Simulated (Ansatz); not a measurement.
MgO (P6₃/mmc, No. 194, 4 atoms in the cell; start mp-1065577; a measured phase of this formula has another space group)

These are r²SCAN in Ansatz (PAW) values and carry that method's errors.

Numerical settings: plane-wave cutoff 560 eV, 12×12×8 k mesh (along the axes of the cell as run), Fermi–Dirac smearing 0.01 eV, scalar-relativistic PAW data made under PBE.

Cell (relaxed with PBEsol):

MgO is modelled in the hexagonal space group P6₃/mmc (No. 194), Pearson symbol hP4. Lattice parameters: a = b = 3.494 Å, c = 4.195 Å, α = β = 90.00°, γ = 120.00°. Mg on 2c has 5 O at 2.017–2.097 Å (trigonal bipyramidal). O on 2d is surrounded by 5 Mg at 2.017–2.097 Å (trigonal bipyramidal). (Neighbours: up to the widest gap in distance over summed covalent radii, below 1.35, at either atom; cation-cation and far metal-metal contacts left out.)

```
Quantity            Result
--------  ----------------
band gap  4.05 eV (direct)
```

Note: cell and atoms aren't relaxed at this level (pressure -1.1 GPa).

Static lattice: no zero-point or thermal effects.

A start named mp-… is a Materials Project structure, which need not be a measured phase.

Ansatz is a program for electronic structure.
